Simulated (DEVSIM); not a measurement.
Device: Ge p-n junction from an implanted or diffused profile, at 300 K.

```csv
layer (left to right),material,thickness (μm),Nd (cm⁻³),τn (s),τp (s)
1,Ge,100,1.3e16,0.00099,0.00099
```

Added acceptor profile: 8.6e17 cm⁻³ × exp(−(x − 0.094 μm)²/(2·(0.25 μm)²)). Left contact: ohmic. Right contact: ohmic. Voltage is applied to the left contact. Recombination: SRH at mid-gap, radiative. Mobility is μmin + (μ − μmin)/(1 + (N/Nref)^α).

This is a model device: material constants are rounded textbook-type values typed into the input, and sizes, dopings and lifetimes were drawn at random. Values at 300 K; Nc and Nv go as T^1.5, mobilities as T to minus their exponent, the gap by Varshni's rule with the affinity fixed. The table also holds parameters that only a changed run uses.

```tsv
parameter	Ge
gap (eV)	0.664
affinity (eV)	4
permittivity	16
Nc (cm⁻³)	1.04e19
Nv (cm⁻³)	6e18
μn (cm²/Vs)	3900
μp (cm²/Vs)	1900
μn,min	150
μp,min	100
Nref,n	2.6e17
Nref,p	4e17
αn	0.56
αp	0.6
T exponent of μn	1.66
T exponent of μp	2.33
B (cm³/s)	6.4e-14
Cn (cm⁶/s)	1e-31
Cp (cm⁶/s)	1e-31
Varshni α (eV/K)	0.000477
Varshni β (K)	235
```

DEVSIM, 1D drift-diffusion, Boltzmann statistics, complete ionisation; no tunnelling, impact ionisation, image-force lowering or self-heating.

Base results: dark forward voltage at 100 A/cm² (V) 0.420; potential step across the device at zero bias (V) 0.439.

Q: What follows from this one change: temperature 300 → 500 K?

A: dark forward voltage at 100 A/cm² 0.420 → 0.140 V; potential step across the device at zero bias 0.439 → 0.173 V.

Q: What follows from this one change: constant mobility in place of the doping-dependent one?

A: dark forward voltage at 100 A/cm² 0.420 → 0.405 V; potential step across the device at zero bias little changed (0.439 V).
